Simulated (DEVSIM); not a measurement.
System: Al/Si3N4/SiO2/p-Si capacitor, at 300 K.

```tsv
layer (left to right)	material	thickness (nm)	Na (cm⁻³)
1	Si3N4	18.0	-
2	SiO2	0.590	-
3	Si	17000	1.1e15
```

Metal gate on the left, work function 4.1 eV. Fixed charge at the semiconductor interface 1.6e12 cm⁻² (in units of +e); no interface traps.

This is a model device: material constants are rounded textbook-type values typed into the input, and sizes, dopings and lifetimes were drawn at random. Values at 300 K.

```
parameter      Si3N4  SiO2       Si
-------------  -----  ----  -------
gap (eV)         5.1     9    1.124
affinity (eV)    2.1   0.9     4.05
permittivity     7.5   3.9     11.7
Nc (cm⁻³)          -     -  2.86e19
Nv (cm⁻³)          -     -   3.1e19
```

Model (solved in DEVSIM): 1D Poisson equation in equilibrium, Boltzmann statistics, complete ionisation; no quantum confinement or tunnelling. Metal contacts follow the ideal Schottky-Mott rule: no Fermi-level pinning, no interface dipoles.

Tabulate band edges, carrier densities and field at -1.2 V on the gate.

Energies count from the Fermi level of the right contact; mesh points crowd at the junctions.

```json
[
 {"x (μm)": "0.000", "Ec (eV)": "3.200", "Ev (eV)": "-1.900", "n (cm⁻³)": "< 1e2", "p (cm⁻³)": "< 1e2", "field (V/cm)": "-370000"},
 {"x (μm)": "0.001899", "Ec (eV)": "3.130", "Ev (eV)": "-1.970", "n (cm⁻³)": "< 1e2", "p (cm⁻³)": "< 1e2", "field (V/cm)": "-370000"},
 {"x (μm)": "0.006495", "Ec (eV)": "2.959", "Ev (eV)": "-2.141", "n (cm⁻³)": "< 1e2", "p (cm⁻³)": "< 1e2", "field (V/cm)": "-370000"},
 {"x (μm)": "0.01377", "Ec (eV)": "2.690", "Ev (eV)": "-2.410", "n (cm⁻³)": "< 1e2", "p (cm⁻³)": "< 1e2", "field (V/cm)": "-370000"},
 {"x (μm)": "0.01762", "Ec (eV)": "2.547", "Ev (eV)": "-2.553", "n (cm⁻³)": "< 1e2", "p (cm⁻³)": "< 1e2", "field (V/cm)": "-370000"},
 {"x (μm)": "0.01839", "Ec (eV)": "3.705", "Ev (eV)": "-5.295", "n (cm⁻³)": "< 1e2", "p (cm⁻³)": "< 1e2", "field (V/cm)": "-710000"},
 {"x (μm)": "0.01996", "Ec (eV)": "0.543", "Ev (eV)": "-0.581", "n (cm⁻³)": "2.2e10", "p (cm⁻³)": "5.3e9", "field (V/cm)": "9900"},
 {"x (μm)": "0.02725", "Ec (eV)": "0.550", "Ev (eV)": "-0.574", "n (cm⁻³)": "1.7e10", "p (cm⁻³)": "7.0e9", "field (V/cm)": "9800"},
 {"x (μm)": "0.04550", "Ec (eV)": "0.568", "Ev (eV)": "-0.556", "n (cm⁻³)": "8.4e9", "p (cm⁻³)": "1.4e10", "field (V/cm)": "9500"},
 {"x (μm)": "0.09505", "Ec (eV)": "0.613", "Ev (eV)": "-0.511", "n (cm⁻³)": "1.5e9", "p (cm⁻³)": "7.9e10", "field (V/cm)": "8700"},
 {"x (μm)": "0.2320", "Ec (eV)": "0.715", "Ev (eV)": "-0.409", "n (cm⁻³)": "2.8e7", "p (cm⁻³)": "4.2e12", "field (V/cm)": "6300"},
 {"x (μm)": "0.8500", "Ec (eV)": "0.857", "Ev (eV)": "-0.267", "n (cm⁻³)": "120000", "p (cm⁻³)": "1.0e15", "field (V/cm)": "190"},
 {"x (μm)": "2.319", "Ec (eV)": "0.859", "Ev (eV)": "-0.265", "n (cm⁻³)": "110000", "p (cm⁻³)": "1.1e15", "field (V/cm)": "≈ 0"},
 {"x (μm)": "6.381", "Ec (eV)": "0.859", "Ev (eV)": "-0.265", "n (cm⁻³)": "110000", "p (cm⁻³)": "1.1e15", "field (V/cm)": "≈ 0"},
 {"x (μm)": "14.15", "Ec (eV)": "0.859", "Ev (eV)": "-0.265", "n (cm⁻³)": "110000", "p (cm⁻³)": "1.1e15", "field (V/cm)": "≈ 0"},
 {"x (μm)": "15.98", "Ec (eV)": "0.859", "Ev (eV)": "-0.265", "n (cm⁻³)": "110000", "p (cm⁻³)": "1.1e15", "field (V/cm)": "≈ 0"},
 {"x (μm)": "16.64", "Ec (eV)": "0.859", "Ev (eV)": "-0.265", "n (cm⁻³)": "110000", "p (cm⁻³)": "1.1e15", "field (V/cm)": "≈ 0"},
 {"x (μm)": "16.88", "Ec (eV)": "0.859", "Ev (eV)": "-0.265", "n (cm⁻³)": "110000", "p (cm⁻³)": "1.1e15", "field (V/cm)": "≈ 0"},
 {"x (μm)": "16.98", "Ec (eV)": "0.859", "Ev (eV)": "-0.265", "n (cm⁻³)": "110000", "p (cm⁻³)": "1.1e15", "field (V/cm)": "≈ 0"},
 {"x (μm)": "17.01", "Ec (eV)": "0.859", "Ev (eV)": "-0.265", "n (cm⁻³)": "110000", "p (cm⁻³)": "1.1e15", "field (V/cm)": "≈ 0"},
 {"x (μm)": "17.02", "Ec (eV)": "0.859", "Ev (eV)": "-0.265", "n (cm⁻³)": "110000", "p (cm⁻³)": "1.1e15", "field (V/cm)": "≈ 0"},
 {"x (μm)": "17.02", "Ec (eV)": "0.859", "Ev (eV)": "-0.265", "n (cm⁻³)": "110000", "p (cm⁻³)": "1.1e15", "field (V/cm)": "≈ 0"}
]
```
